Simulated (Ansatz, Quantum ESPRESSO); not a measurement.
A Quantum ESPRESSO input for a self-consistent single point of WC (P-6m2, 2 atoms in the cell) (DFT, PBE, plane waves, SSSP 1.1.2 precision (PBE) pseudopotentials):

```fortran
&CONTROL
    calculation = 'scf'
    prefix = 'WC'
    outdir = './tmp/'
    pseudo_dir = './'
    verbosity = 'high'
    tprnfor = .true.
    tstress = .true.
/
&SYSTEM
    ibrav = 0
    celldm(1) = 5.3891206933
    nat = 2
    ntyp = 2
    ecutwfc = 55
    ecutrho = 440
    occupations = 'smearing'
    smearing = 'gauss'
    degauss = 0.019992
/
&ELECTRONS
    conv_thr = 1e-10
/
ATOMIC_SPECIES
W    183.8400  W_pbe_v1.2.uspp.F.UPF
C     12.0110  C.pbe-n-kjpaw_psl.1.0.0.UPF
CELL_PARAMETERS {alat}
   0.5000000000    -0.8660254038     0.0000000000
   0.5000000000     0.8660254038     0.0000000000
   0.0000000000     0.0000000000     0.9759450659
ATOMIC_POSITIONS {angstrom}
W     0.0000000000    0.0000000000    0.0000000000
C     1.4258999288    0.8232437077    1.3916000000
K_POINTS {automatic}
17 17 15  0 0 0
```

**Question.** Give the Ansatz (a program for electronic structure) input for the same structure, mesh, smearing and functional.

**Answer.** One input that does it (others would too):

Ansatz 0.2 input:
```yaml
# WC
crystal:
  lattice:
    - [1.425900, -2.469731, 0.000000]
    - [1.425900, 2.469731, 0.000000]
    - [0.000000, 0.000000, 2.783200]
  atoms:
    - { symbol: W, position: [0.000000, 0.000000, 0.000000] }
    - { symbol: C, position: [0.333333, 0.666667, 0.500000] }
kpoints:
  mp_grid: { grid: [17, 17, 15] }
hamiltonian:
  xc: pbe
  pseudopotentials: { kind: paw }
scf:
  occupations: { method: gaussian, width: 0.272 }
output:
  forces: true
  eigenvalues: true
  stress: true
```

Basis, cutoffs, solver keys and any potentials are the target program's own. This input uses DFT, PBE, plane waves, default PAW files. Both were run: pressure 33.05 GPa in Quantum ESPRESSO and 31.57 in Ansatz. Ansatz's pressure is the one without its finite-basis correction.

On Quantum ESPRESSO: the starting cell has typed, rounded lattice constants, without a prior relaxation at this level. For this run, on top of that: lattice scaled by 0.98. Spin polarisation is off. With a pressure of about 33 GPa the cell is away from its equilibrium volume at this level.

On Ansatz: the starting cell has typed, rounded lattice constants, without a prior relaxation at this level. For this run, on top of that: lattice scaled by 0.98. Spin polarisation is off. With a pressure of about 32 GPa the cell is away from its equilibrium volume at this level.
